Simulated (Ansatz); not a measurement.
# Ti3Al with two functionals, biaxial strain −1.35 %, plane normal [001], relaxed out of plane

Base system: Ti3Al (space group P6_3/mmc, No. 194; a = 5.7553 Å, c = 4.6546 Å). Axes: x lies along a and z along c of the hexagonal cell.

(Cell as relaxed with PBE.)

Levels (all Ansatz, an electronic-structure program, PAW, earlier PAW set): PBE (420 eV, no spin-orbit coupling); r2SCAN (500 eV, no SOC).

Each level relaxes its own structure.

```csv
base,PBE,r2SCAN
volume per atom,16.69 Å³,16.56 Å³
lattice parameter a,5.755 Å,5.747 Å
band gap,zero,zero
```

One thing is altered: compressive biaxial strain of 1.35 % in the plane normal to [001], as in epitaxy on a mismatched substrate; the out-of-plane cell vector and the atoms relax.

```csv
quantity,PBE,r2SCAN
energy relative to the base (free energy F),+4.7 meV/atom,?
shortest interatomic distance,2.785 Å,?
"pressure (mean of the normal stresses, compression positive)",2.3 GPa,?
```

**Question.** Predict the r2SCAN column.

**Answer.** 
- energy relative to the base (free energy F), r2SCAN: +5.0 meV/atom
- shortest interatomic distance, r2SCAN: 2.774 Å
- pressure (mean of the normal stresses, compression positive), r2SCAN: 2.5 GPa

PBE's energy relative to the base lies 0.3 meV/atom below r2SCAN's; PBE's shortest interatomic distance lies 0.011 Å above r2SCAN's (0.4 %); PBE's pressure lies 0.2 GPa below r2SCAN's. Neither level is exact; r2SCAN is the comparison here, not a measurement.

No phonon test of stability was made. All final runs are without spin polarisation.
